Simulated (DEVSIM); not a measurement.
Structure: Pt/SiO2/n-Si capacitor, at 300 K.

```
layer (left to right)  material  thickness (nm)  Nd (cm⁻³)
---------------------  --------  --------------  ---------
1                          SiO2            1.60          -
2                            Si            9300     3.8e15
```

Metal gate on the left, work function 5.6 eV. Fixed charge at the semiconductor interface -5.6e10 cm⁻² (in units of +e); no interface traps.

The device is made up for the run: typed textbook-type constants, with dimensions and the other settings drawn at random. Values at 300 K; Nc and Nv go as T^1.5, mobilities as T to minus their exponent, the gap by Varshni's rule with the affinity fixed.

| parameter | SiO2 | Si |
|---|---|---|
| gap (eV) | 9 | 1.124 |
| affinity (eV) | 0.9 | 4.05 |
| permittivity | 3.9 | 11.7 |
| Nc (cm⁻³) | - | 2.86e19 |
| Nv (cm⁻³) | - | 3.1e19 |
| Varshni α (eV/K) | - | 0.000473 |
| Varshni β (K) | - | 636 |

DEVSIM, 1D Poisson equation in equilibrium, Boltzmann statistics, complete ionisation; no quantum confinement or tunnelling. Metal contacts follow the ideal Schottky-Mott rule: no Fermi-level pinning, no interface dipoles.

The temperature was swept, all else fixed.

| temperature (K) | threshold voltage (band bending 2φF) (V) | minimum of the low-frequency capacitance (μF/cm²) | flat-band voltage (V) |
|---|---|---|---|
| 250 | 0.59 | 0.0223 | 1.37 |
| 300 | 0.65 | 0.0253 | 1.32 |
| 350 | 0.71 | 0.0279 | 1.28 |
| 400 | 0.77 | 0.0334 | 1.23 |
| 450 | 0.84 | 0.0421 | 1.18 |
| 500 | 0.90 | 0.0597 | 1.14 |

From the first row to the last the threshold voltage (band bending 2φF) goes from 0.59 to 0.90. From the first row to the last the minimum of the low-frequency capacitance goes from 0.0223 to 0.0597.
